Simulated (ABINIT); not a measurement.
# Equation of state of hcp Be (space group 194): energy against volume (ABINIT, LDA)

```yaml
crystal:
  lattice:
    - [2.20093, 0.00000, 0.00000]
    - [-1.10047, 1.90606, 0.00000]
    - [0.00000, 0.00000, 3.44076]
  atoms:
    - { symbol: Be, position: [0.66667, 0.33333, 0.75000] }
    - { symbol: Be, position: [0.33333, 0.66667, 0.25000] }
```

Method of the run: LDA (PW92), norm-conserving pseudopotentials (PseudoDojo nc-sr-04 LDA standard) (plane waves; ABINIT). Settings: pseudos = [Be.upf]; ecut = 57 Ha; occopt = 3; tsmear = 0.05 eV; ngkpt = 30 30 17; nshiftk = 1; shiftk = 0 0 0; potentials = PseudoDojo nc-sr-04 LDA standard; nband = 9; kptopt = 1; nstep = 80; tolvrs = 1e-12. The cell above is the first row's. The rows scale it uniformly. In all rows fractional positions and the k mesh are held. E is the free energy at the stated smearing, counted from the lowest row.

| V (Å^3/atom) | E (meV/atom) |
|---|---|
| 7.2172 | ? |
| 7.3741 | 2.07 |
| 7.5310 | 0.00 |
| 7.6879 | 0.66 |
| 7.8448 | 3.82 |
| 8.0017 | 9.26 |
| 8.1586 | 16.79 |
| 8.3155 | 26.24 |
| 8.4724 | 37.45 |

Fit E against V with the third-order Birch-Murnaghan form, a cubic in V^(-2/3), and predict the withheld value at V = 7.2172.

With u = V^(-2/3) - 0.252, the rows have u = 0.011953, 0.008274, 0.004721, 0.001287, -0.002035, -0.005251, -0.008364, -0.011381. Least squares gives E = 5.644 - 1557.17·u + 107029·u² - 148703·u³. Residuals (row less fit): 0.001, -0.003, -0.002, 0.003, 0.003, -0.003, -0.003, 0.001; standard error 0.004 (degrees of freedom: 4). Its minimum lies at u = 0.007388, so V0 = (0.259388)^(-3/2) = 7.570. There d²E/du² = 207500 and d³E/du³ = -892200, so B0 = (4/9) × 7.570^(-7/3) × 207500 × 0.160218 = 131 GPa (the last factor turns the table's units into GPa), and B0' = 4 + (2/3) × 0.259388 × (-892200)/207500 = 3.3. The program's pressures in the fitted runs (not shown) pass through zero at V = 7.57, 0.01 % from this V0. At the withheld row, u = 0.015765, so E = 5.644 - 1557.17 × 0.015765 + 107029 × 0.015765² - 148703 × 0.015765³ = 7.113 meV/atom. The calculation gives 7.13 meV/atom, 0.017 meV/atom above the prediction (under 0.05 % of the range of E in the table). The row lies outside the fitted rows, so this is an extrapolation. From the scatter of the fitted rows alone, a prediction at this place has a standard error of 0.011 meV/atom, so the miss is 1.6 times that.

Carrying the step between the two nearest rows on in a straight line would have given 4.14, off by 2.99; series whose last step already gives the withheld value aren't shown. The scan was laid around a cell of about the measured size, scaled by a guess for this functional; axis ratios and inner coordinates come from that cell. The runs keep the symmetry of the cell, so they don't test it for distortions. The shape of the cell and the inner coordinates aren't relaxed, so V0 and B0 belong to this uniform scaling; a relaxed crystal lies no higher in energy and is usually softer. Cutoffs and mesh are single choices, not tested for convergence of this quantity. Series with a scatter that would blur these digits, or in which a gap closes, are not shown. Nor are scans whose minimum lies at an end fitted in this form.
